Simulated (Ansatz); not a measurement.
KI: band gap against strain

KI (rock salt, Fm-3m, 42.978 Å³/atom at rest, cube axes along x, y and z) under a strain ε along a cube axis (axis z), the other axes held. PBEsol in Ansatz, a plane-wave DFT program (PAW, default set), 420 eV, 8×8×8 Γ-centred mesh, Fermi-Dirac smearing 0.05 eV; ions are relaxed within the symmetry of each cell. Gaps are the smallest over the k-mesh and a band path, without spin-orbit coupling; in all rows the valence edge lies at Γ and the conduction edge at Γ.

Here s stands for strain and Eg for gap.

| strain (%) | gap (eV) |
|---|---|
| 0.00 | 3.873 |
| 0.50 | 3.862 |
| 1.00 | 3.851 |
| 1.50 | 3.840 |
| 3.00 | ? |

Taking a straight line for Eg over the 4 complete rows: Means: s 0.75000, Eg 3.8565. About the means, the sum of products is -0.027500 and the sum of squares of s is 1.2500; the slope is their ratio. Least squares gives Eg = 3.8730 - 0.02200·s. Residuals (row less fit): 0.0000, 0.0000, 0.0000, 0.0000; standard error 0.0000 (degrees of freedom: 2). Over these rows the gap moves by -2.2 ± 0.03 eV per unit strain.

Estimate the missing Eg (s = 3.00); what did the run itself give?

Eg = 3.8730 - 0.02200 × 3.0 = 3.8070 eV. The calculation gives 3.807 eV, which the fit meets to the printed digits. The row lies outside the fitted rows, so this is an extrapolation. The fitted rows scatter only by rounding.

Spin-orbit coupling is left out, which can shift this property for KI. Rows are the converged runs of the series near zero and its far end; series whose fitted rows scatter by over a few per cent of the range, as at a crossing or softening among them, aren't shown in this form. Most that stay on the fit to the last digits aren't either.
